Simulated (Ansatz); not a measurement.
# Si: response to strain

Base system: Si in the diamond structure (space group Fd-3m, No. 227; a = 5.4021 Å). Axes: x, y, z lie along the cube axes.

Strains are applied to the cell and any free atomic positions relax; under biaxial strain the out-of-plane vector relaxes too.

Method: Ansatz (a quantum-chemistry and plane-wave program) LDA, spin-orbit coupling left out.

| biaxial strain, plane normal [001], relaxed out of plane (%) | out-of-plane strain (%) |
|---|---|
| -3 | 2.38 |
| -2.5 | 1.98 |
| -2 | ? |
| -1.5 | 1.19 |
| -1 | 0.79 |
| -0.5 | 0.40 |
| 0 | 0.00 |

Problem. Fit ε⊥ = −νε + γε² (strains in %) to the rows shown and predict the withheld row.

Solution. Least squares on the printed values gives ν = 0.79 (the biaxial Poisson response) and γ = 0.000 (largest residual 0.00 %); this predicts 1.59 %, and the run gives 1.58 %, in agreement.

Whether these cells are dynamically stable was not tested.
